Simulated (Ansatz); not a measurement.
Band structure of InBi (P4/nmm, 4 atoms in the cell).

```xyz
4
Lattice="4.8480 0.0000 0.0000 0.0000 4.8480 0.0000 0.0000 0.0000 5.1554" Properties=species:S:1:pos:R:3 pbc="T T T"
In     2.4240     2.4240     0.0000
In     0.0000     0.0000     0.0000
Bi     2.4240     0.0000     1.8560
Bi     0.0000     2.4240     3.2994
```

Computed with PBEsol, PAW files made with PBE (plane waves; Ansatz, a quantum-chemistry and plane-wave program).

Settings: kpoints.mp_grid.grid = 5 5 5; hamiltonian.xc = pbesol; hamiltonian.pseudopotentials = {kind: paw} (the program's default PAW files); scf.occupations.method = gaussian; scf.occupations.width = 0.272 eV; kpoints.band_path.npoints = 8.

The starting cell comes from a database of computed structures (which also holds hypothetical and non-ambient phases and stackings), without a prior relaxation at this level. Its lattice was rescaled by a random factor within 2.5 % of one. Spin-orbit coupling is off.

Levels in eV from the Fermi level, bands 25 to 32:
| point | 25 | 26 | 27 | 28 | 29 | 30 | 31 | 32 |
|---|---|---|---|---|---|---|---|---|
| Γ | -3.01 | -2.34 | -1.55 | 0.75 | 1.14 | 1.14 | 3.08 | 3.16 |
| X | -2.13 | -2.13 | -1.34 | -1.34 | 1.48 | 1.48 | 3.19 | 3.19 |
| M | -1.55 | -1.55 | -0.48 | -0.48 | 0.63 | 0.63 | 0.92 | 0.92 |
| Z | -1.49 | -1.49 | -1.46 | -1.46 | -1.00 | 1.48 | 2.38 | 3.85 |
| R | -0.79 | -0.79 | -0.70 | -0.70 | 0.16 | 0.16 | 2.39 | 2.39 |
| A | -3.79 | -3.79 | -3.41 | -3.41 | 4.69 | 4.69 | 5.30 | 5.30 |

Bands cross the Fermi level along this path, so the cell is metallic at this level.

Keys are those of Ansatz 0.2.
